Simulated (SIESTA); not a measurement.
Band structure of La2Cu3Ni (Pmm2, 6 atoms in the cell).

```
CELL_PARAMETERS angstrom
      3.86769     0.00000     0.00000
      0.00000     4.27753     0.00000
      0.00000     0.00000     7.30738
ATOMIC_POSITIONS crystal
  La 0.00000 0.50000 0.01096
  La 0.00000 0.00000 0.49213
  Cu 0.50000 0.00000 0.83332
  Cu 0.50000 0.00000 0.16962
  Cu 0.50000 0.50000 0.66381
  Ni 0.50000 0.50000 0.33016
```

Method: GGA PBEsol, numerical atomic orbitals DZP, PseudoDojo PBEsol standard norm-conserving potentials (rewritten from UPF to PSML) (SIESTA).

Settings: XC.functional = GGA; XC.authors = PBEsol; potentials = PseudoDojo PBEsol standard; PAO.BasisSize = DZP; PAO.EnergyShift = 0.01 Ry; MeshCutoff = 350 Ry; kgrid.MonkhorstPack = 6 5 3; OccupationFunction = FD; ElectronicTemperature = 100 meV; MaxSCFIterations = 150; SCF.Mixer.Method = Pulay; SCF.Mixer.Weight = 0.1; SCF.Mixer.History = 6; SCF.DM.Tolerance = 1.0E-05.

The starting cell comes from a database of computed structures (which also holds hypothetical and non-ambient phases and stackings), without a prior relaxation at this level. Spin polarisation is off. Values carry the incompleteness of an atom-centred basis.

Levels in eV from the Fermi level, bands 45 to 50:
| point | 45 | 46 | 47 | 48 | 49 | 50 |
|---|---|---|---|---|---|---|
| Γ | -1.37 | -1.19 | -1.00 | 0.30 | 0.37 | 0.65 |
| X | -1.31 | -1.24 | -0.97 | -0.76 | -0.51 | -0.49 |
| S | -1.17 | -1.01 | -0.93 | -0.80 | 0.12 | 0.17 |
| Y | -1.31 | -1.13 | -0.94 | -0.92 | -0.15 | 0.05 |
| Z | -1.26 | -1.21 | -0.52 | -0.20 | 0.83 | 0.94 |
| U | -1.24 | -1.13 | -0.95 | -0.76 | 0.41 | 0.58 |
| R | -1.04 | -0.94 | -0.68 | -0.56 | -0.55 | -0.48 |
| T | -1.38 | -1.23 | -0.88 | -0.82 | 0.83 | 0.92 |

Bands cross the Fermi level along this path, so the cell is metallic at this level.

Higher empty bands are left out: an atom-centred basis made for the valence describes them poorly.
